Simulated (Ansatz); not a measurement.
Take SiC in the wurtzite structure (space group P6_3mc, No. 186) as the base.

```yaml
crystal:
  lattice:
    - [3.05640, 0.00000, 0.00000]
    - [-1.52820, 2.64692, 0.00000]
    - [0.00000, 0.00000, 5.01582]
  atoms:
    - { symbol: Si, position: [0.33333, 0.66667, 0.99959] }
    - { symbol: Si, position: [0.66667, 0.33333, 0.49959] }
    - { symbol: C, position: [0.33333, 0.66667, 0.37541] }
    - { symbol: C, position: [0.66667, 0.33333, 0.87541] }
```

Cartesian axes are those of the cell as printed.

Method: Kohn–Sham DFT with the LDA functional, run in Ansatz (a quantum-chemistry and plane-wave program) with PAW and 420 eV plane waves, spin-orbit coupling left out.

Before the change:

```
Item                                         Result
-----------------------------  --------------------
Valence-band top at Γ          0.00, 0.00, -0.11 eV
Shortest interatomic distance               1.871 Å
```

Perturbation: tensor shear ε_xz = +0.33 % (engineering shear γ = 0.0066); the atoms relax in the strained cell.

Estimate the effect on the stress, valence-band top at Γ and shortest interatomic distance.

The stress (xx, yy, zz, yz, xz, xy; compression positive) is (-0.01, 0.00, 0.01, 0.00, -1.02, 0.00) GPa; the valence-band top at Γ (three highest levels, from the VBM) goes from 0.00, 0.00, -0.11 eV to 0.00, -0.01, -0.12 eV; the shortest interatomic distance stays essentially unchanged (1.871 Å against 1.870 Å).

The levels and masses belong to the bands next to the band gap. Whether these cells are dynamically stable was not tested.
